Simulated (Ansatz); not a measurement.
An Ansatz (a quantum-chemistry and plane-wave program) run: MgH2 with a change (biaxial strain +0.84 %, plane normal [001], relaxed out of plane); PBEsol (Ansatz), scalar-relativistic without spin-orbit coupling.

Input:

Ansatz 0.2 input:
```yaml
crystal:
  lattice:
    - [4.5138442741, 0, 0]
    - [0, 4.5138442741, 0]
    - [0, 0, 2.995303563]
  atoms:
    - { symbol: Mg, position: [0, 0, 0] }
    - { symbol: Mg, position: [0.5, 0.5, 0.5] }
    - { symbol: H, position: [0.3044939366, 0.3044939366, 0] }
    - { symbol: H, position: [0.8044939366, 0.1955060634, 0.5] }
    - { symbol: H, position: [0.1955060634, 0.8044939366, 0.5] }
    - { symbol: H, position: [0.6955060634, 0.6955060634, 0] }
basis: { ecutwfc: 420, ecutrho_ratio: 4, xc_grid: 2, fft_grid_basis: typed }
kpoints: { mp_grid: { grid: [8, 8, 11] } }
hamiltonian:
  xc: pbesol
  dispersion: none
  pseudopotentials: { kind: paw }
scf: { occupations: { method: fermi_dirac, width: 0.05 } }
relax: { f_tol: 0.005, max_steps: 50, cell: { stress_tol: 0.01, fix: [a, b, gamma] } }
output: { forces: true, stress: true }
checkpoint: { write: state.ck, write_every: 1000 }
```

Output (explanatory and most iteration lines left out):

```
Relaxation: its limit of steps is 50 (relax.max_steps)
Pseudopotential: Mg, paw, valence charge 10
Pseudopotential: H, paw, valence charge 1
Crystal: 6 atoms, lattice volume = 61.029 Å³
Basis set: ecut = 420 eV, 1187 PW (Γ), exchange–correlation on 64×64×48 points (8 copies of the dense FFT grid, shifted against one another)
Bands: 18, of which v1, the nominal top of the filled ones, is band 12 counted from 1 (11 counted from 0)
Symmetry: 16 space group operations
Space group: P42/mnm (ITA 136), of the structure as read, at distance tolerance 3.9e-5 Å
k-points: 90 of 704
Functional: x = pbesol(κ = 0.804, μ = 0.12345679012345678), c = pbesol(β = 0.046)
SCF iter   1: F=—  HF=-3887.794371 eV  |F-HF|=—  |Δ(HF+E_count)|=         —  Δρ=7.65e-3  dr2=2.57e-2  ethr=1.77e-3  ⟨swp⟩=5.8  Hψ=8038  notcnv=0  defer=1
SCF iter   2: F=—  HF=-3887.785608 eV  |F-HF|=—  |Δ(HF+E_count)|=   8.76e-3  Δρ=2.62e-3  dr2=3.00e-3  ethr=1.07e-4  ⟨swp⟩=1.1  Hψ=2355  notcnv=0  defer=7
SCF 1 converged in 6 iterations: F = -3887.784549 eV  dr2 = 3.28e-10
relax step   1: F+E_penalty+E_count = -3887.78454932 eV  Δ(F+E_penalty+E_count) = +0.000e0 eV  max|allowed force component| = 6.267e-3 eV/Å  Δτ_max = 0.0000 Å  P = -0.489 GPa  Ω = 61.029 Å³  fix = [a, b, gamma]  reactions: a -0.774, b -0.774 GPa  (6 SCF iters, dr2 threshold 1.00e-7 eV, accepted)
[... steps on the carried basis left out ...]
relax step   3: F+E_penalty+E_count = -3887.78455904 eV  Δ(F+E_penalty+E_count) = +1.122e-5 eV  max|allowed force component| = 3.847e-5 eV/Å  Δτ_max = 0.0003 Å  P = -0.526 GPa  Ω = 61.059 Å³  energy of the carried Pulay correction = -2.112e-5 eV  fix = [a, b, gamma]  reactions: a -0.786, b -0.786 GPa  (3 SCF iters, dr2 threshold 2.97e-9 eV, accepted)
Crystal: 6 atoms, lattice volume = 61.059 Å³
SCF iter   1: F=—  HF=-3887.784612 eV  |F-HF|=—  |Δ(HF+E_count)|=         —  Δρ=2.02e-6  dr2=9.02e-10  ethr=2.90e-8  ⟨swp⟩=3.5  Hψ=12221  notcnv=0
SCF iter   2: F=—  HF=-3887.784575 eV  |F-HF|=—  |Δ(HF+E_count)|=   3.72e-5  Δρ=1.08e-6  dr2=2.47e-10  ethr=3.76e-12  ⟨swp⟩=3.1  Hψ=3436  notcnv=0
SCF 4 converged in 4 iterations: F = -3887.784575 eV  dr2 = 1.76e-12
SCF converged after 4 iterations
Free energy (F): -3887.784575 eV
Internal energy: -3887.784575 eV  (E = F + TS)
E sigma→0 (E₀):  -3887.784575 eV
Fermi energy:    3.707224 eV
--- Forces (eV/Å), atoms counted from 1 ---
  atom   1  Mg     0.00000000    -0.00000000     0.00000000
  atom   2  Mg     0.00000000     0.00000000     0.00000000
  atom   3  H     -0.00004027    -0.00004027     0.00000000
  atom   4  H     -0.00004027     0.00004027     0.00000000
  atom   5  H      0.00004027    -0.00004027     0.00000000
  atom   6  H      0.00004027     0.00004027     0.00000000
--- Stress (GPa, compression-positive) ---
       -0.784623       0.000000       0.000000
        0.000000      -0.784623       0.000000
        0.000000       0.000000      -0.008413
  P = ⅓ Tr σ = -0.5259 GPa (-5.259 kbar)
--- Relaxed structure (3 steps of the walk, 3 accepted, 1 SCFs on fresh bases) ---
  cell:  # Å, volume = 61.0592 Å³
    - [4.5138442741, 0.0, 0.0]
    - [0.0, 4.5138442741, 0.0]
    - [0.0, 0.0, 2.9968027600229212]
  atoms:
    - { symbol: Mg, position: [-1.0008118972876332e-21, 8.006495178301052e-21, 0.0] }
    - { symbol: Mg, position: [0.5, 0.5, 0.49999999999999994] }
    - { symbol: H, position: [0.30428615368019796, 0.30428615368019796, 0.0] }
    - { symbol: H, position: [0.8042861536801978, 0.19571384631980204, 0.49999999999999994] }
    - { symbol: H, position: [0.19571384631980204, 0.8042861536801978, 0.49999999999999994] }
    - { symbol: H, position: [0.6957138463198022, 0.6957138463198022, 0.0] }
```

Whether these cells are dynamically stable was not tested. The cell was made from MgH2 in the rutile structure (space group P4_2/mnm, No. 136) by this change: biaxial strain +0.84 %, plane normal [001], relaxed out of plane.
